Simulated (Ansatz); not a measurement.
Input and output of a relaxation of the atoms for Sb (P2_1/m, 2 atoms in the cell) (Ansatz, a quantum-chemistry and plane-wave program).

Computed with LDA (PW92), default PAW files made with PBE (plane waves; Ansatz).

The change in words: one atom moved by 0.15 angstrom; relax: default → atoms; relax.f_tol: default → 0.03 eV/Å. Reference geometry:
```
Sb
1.0
    3.11303     0.00000     0.00000
    0.00000     4.33448     0.00000
   -0.03880     0.00000     4.39263
Sb
2
Direct
  0.98861   0.75000   0.75883
  0.01139   0.25000   0.24117
```

Reference input (self-consistent single point, DFT, LDA (PW92), plane waves, default PAW files made with PBE): basis.ecutwfc = 420 eV; kpoints.mp_grid.grid = 11 8 8; hamiltonian.xc = lda; hamiltonian.pseudopotentials = {kind: paw} (the program's default PAW files); scf.occupations.method = fermi_dirac; scf.occupations.width = 0.1 eV. This run's input differs from it in these lines:

```diff
@@ -7,3 +7,3 @@
   atoms:
-    - { symbol: Sb, position_ang: [3.048132, 3.250858, 3.333259] }
+    - { symbol: Sb, position_ang: [3.048133, 3.250858, 3.483259] }
     - { symbol: Sb, position_ang: [0.026100, 1.083619, 1.059371] }
@@ -18,2 +18,4 @@
   occupations: { method: fermi_dirac, width: 0.1 }
+relax:
+  f_tol: 0.03
 output:
```

The program printed (abridged):

```
   [... SCF lines of the steps left out ...]
relax step   1: F+E_penalty+E_count = -12671.52958632 eV  Δ(F+E_penalty+E_count) = +0.000e0 eV  max|allowed force component| = 2.715e-1 eV/Å  Δτ_max = 0.0000 Å  (6 SCF iters, dr2 threshold 2.25e-5 eV, accepted)
relax step   2: F+E_penalty+E_count = -12671.55017391 eV  Δ(F+E_penalty+E_count) = -2.059e-2 eV  max|allowed force component| = 1.370e-1 eV/Å  Δτ_max = 0.0577 Å  (5 SCF iters, dr2 threshold 4.61e-6 eV, accepted)
relax step   3: F+E_penalty+E_count = -12671.55904809 eV  Δ(F+E_penalty+E_count) = -8.874e-3 eV  max|allowed force component| = 6.332e-3 eV/Å  Δτ_max = 0.0625 Å  (5 SCF iters, dr2 threshold 1.17e-6 eV, accepted)
relax step   4: F+E_penalty+E_count = -12671.55904817 eV  Δ(F+E_penalty+E_count) = -7.930e-8 eV  max|allowed force component| = 6.269e-3 eV/Å  Δτ_max = 0.0000 Å  (3 SCF iters, accepted)
the relaxation is at rest under the 4 symmetry operations that the run kept from its start: a minimum is not shown …
Stability not checked: this state was not tested for a lower state beside it, because too few of the mixer's solves of this state at the end of the SCF gave a …
Free energy (F): -12671.559048 eV
Internal energy: -12671.519825 eV  (E = F + TS)
E sigma→0 (E₀):  -12671.539436 eV
Entropy (-TS):   -0.039224 eV (-19.612 meV/atom)
Fermi energy:    9.698638 eV
--- Forces (eV/Å), atoms counted from 1 ---
  atom   1  Sb     0.00078937     0.00000000    -0.00626857
   [... lines left out ...]
--- Relaxed structure (4 steps of the walk, 4 accepted, 0 SCFs on fresh bases) ---
  F+E_penalty+E_count = -12671.55904817 eV   max|allowed force component| = 6.269e-3 eV/Å
  atoms:
    - { symbol: Sb, position: [0.999962744712898, 0.7499999999999999, 0.7677228058693166] }
    - { symbol: Sb, position: [0.00046320024377897095, 0.24999999999999992, 0.2664253013011027] }
```

The run converged. 

Summary of the result:
- Free energy E − TS (on the zero of these files) = -12671.5590 eV
- Fermi level (on the code's own zero) = 9.70 eV
- Pressure = -2.96 GPa
- Largest force (vector length) = 0.006 eV/Å
- Relaxation steps = 4

The starting cell comes from a database of computed structures (which also holds hypothetical and non-ambient phases and stackings), without a prior relaxation at this level. Its lattice was rescaled by up to half a per cent. For this run, on top of that: one atom moved by 0.15 angstrom. The relaxation keeps the symmetry of its start, so its end need not be a minimum. Ansatz's pressure includes its estimate of the finite-basis (Pulay) stress.

Cost on one core of a shared machine: roughly 50 s.

Keys are those of Ansatz 0.2.
